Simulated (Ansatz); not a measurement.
## Carrier properties of GaAs under load (space group I-4m2)

Here is the system:

```
GaAs
1.0
    0.00000     2.84329     2.78551
    2.84329     0.00000     2.78551
    2.84329     2.84329     0.00000
Ga As
1 1
Cartesian
  0.00000   0.00000   0.00000
  1.42165   1.42165   1.39275
```

Computed with r2SCAN with spin-orbit coupling, rigid bands (plane waves, PAW; Ansatz, a program for electronic structure). Condition of this run: uniaxial stress along [001] of 1.2 GPa (compression positive) (the target of the relaxation). Cell: cell and atoms relaxed with PBEsol, then loaded as said.

```json
{
 "band_gap": "0.89 eV",
 "electron conductivity mass (300 K, dilute)": "0.062 (x), 0.062 (y), 0.059 (z) mₑ",
 "hole conductivity mass (300 K, dilute)": "0.39 (x), 0.39 (y), 0.23 (z) mₑ",
 "effective density of states N_c (300 K)": "3.5e17 cm⁻³",
 "effective density of states N_v (300 K)": "4.0e18 cm⁻³",
 "density_of_states_mass_electrons": "0.058 mₑ",
 "density_of_states_mass_holes": "0.29 mₑ",
 "Seebeck coefficient, n-type 1e19 cm⁻³, 300 K": "-52 μV/K",
 "Seebeck coefficient, p-type 1e19 cm⁻³, 300 K": "210 μV/K"
}
```

Rigid bands; masses and Seebeck coefficients take one relaxation time τ for all states and one kind of carrier; polarons and phonon drag are left out. Geometry: cell and atoms relaxed with PBEsol.
